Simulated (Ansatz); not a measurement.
Consider the following.

```yaml
crystal:
  lattice:
    - [5.32177, 0.00000, 0.00000]
    - [-2.66089, 4.60879, 0.00000]
    - [0.00000, 0.00000, 7.09010]
  atoms:
    - { symbol: Ba, position: [0.00000, 0.00000, 0.50000] }
    - { symbol: Sn, position: [0.66667, 0.33333, 0.78874] }
    - { symbol: Sn, position: [0.33333, 0.66667, 0.21126] }
    - { symbol: Sn, position: [0.33333, 0.66667, 0.78874] }
    - { symbol: Sn, position: [0.66667, 0.33333, 0.21126] }
    - { symbol: Sn, position: [0.00000, 0.00000, 0.00000] }
```

Level of theory: PBEsol, DFPT electron-phonon coupling, linearised Boltzmann equation (plane waves, PAW, scalar-relativistic; Ansatz, a program for electronic structure). Geometry: relaxed with this functional, without spin-orbit coupling.

Task: Predict the intrinsic resistivity at 300 K.

Result: 17.9 (x), 17.9 (y), 71 (z) μΩ·cm.

Task: And the electrons' mean free path at that temperature?

Result: 6.2 (x), 6.2 (y), 4.5 (z) nm, weighted by the current that each state carries. Wires not much wider than this gain resistivity from their walls.

A metal at this level (no band gap). Only scattering by harmonic phonons is included (no impurities, grain boundaries, electron-electron scattering or thermal expansion). Spin-orbit coupling is left out. The squared frequency of the phonon mode least converged on the k mesh is uncertain by about 18 %. Halving the electron mesh (20x20x12) moves the resistivity by up to 11 % at 300 K, the mean free path by up to 8 %. Smearing 0.20 eV; phonons on a 3x3x2 q mesh, which this run doesn't test.

Computed structure with no diffraction record at hand here (it may be known, metastable or hypothetical): BaSn5 (P6/mmm).
